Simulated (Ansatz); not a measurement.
For PbZrO3 (Pm-3m, No. 221, 5 atoms in the cell; start mp-1068577; cubic high-temperature phase), LDA (plane waves, PAW; Ansatz, a program for electronic structure) gives:

| Item | Result |
|---|---|
| lattice parameter a | 4.109 Å |
| formation enthalpy | -2.710 eV/atom |

What does r²SCAN-D4 (Ansatz, PAW) give for the same quantities?


- lattice constant a: 4.151 Å (goes up by 1.0 %)
- formation enthalpy: -2.706 eV/atom (moves by +0.004 eV/atom)

Changes are worked out from the printed values.

Unless a cell is named, each level is at its own relaxed cell (LDA 13.87, r²SCAN-D4 14.31 Å³/atom).

Levels without +SOC leave out spin–orbit coupling, which shifts energies and cells of such heavy elements.

Caveats: the relaxation could not lower the start's symmetry, so the cell can be a saddle point above a distorted one (LDA, r²SCAN-D4). Ansatz's density-functional and Hartree–Fock values are scalar-relativistic unless marked +SOC, with PAW data made under PBE.

A start named mp-… is a Materials Project structure, which need not be a measured phase.
